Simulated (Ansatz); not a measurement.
For V₅Ge₃ (I4/mcm, No. 140), LDA in Ansatz (plane waves, PAW) gives:

- lattice constant a: 9.385 Å
- lattice parameter c: 4.732 Å

What does r²SCAN-D4 in Ansatz (plane waves, PAW) give for the same quantities?


- lattice constant a: 9.503 Å (rises by 1.3 %)
- lattice parameter c: 4.788 Å (goes up by 1.2 %)

Changes are worked out from the printed values.

Unless a cell is named, each level is at its own relaxed cell (LDA 13.02, r²SCAN-D4 13.51 Å³/atom).

The crystal itself was run without spin with LDA, r²SCAN-D4.

Caveats: the relaxation could not lower the start's symmetry, so the cell can be a saddle point above a distorted one (LDA, r²SCAN-D4). Ansatz's density-functional and Hartree–Fock values are scalar-relativistic unless marked +SOC, with PAW data made under PBE.

Ansatz is a quantum-chemistry and plane-wave program.
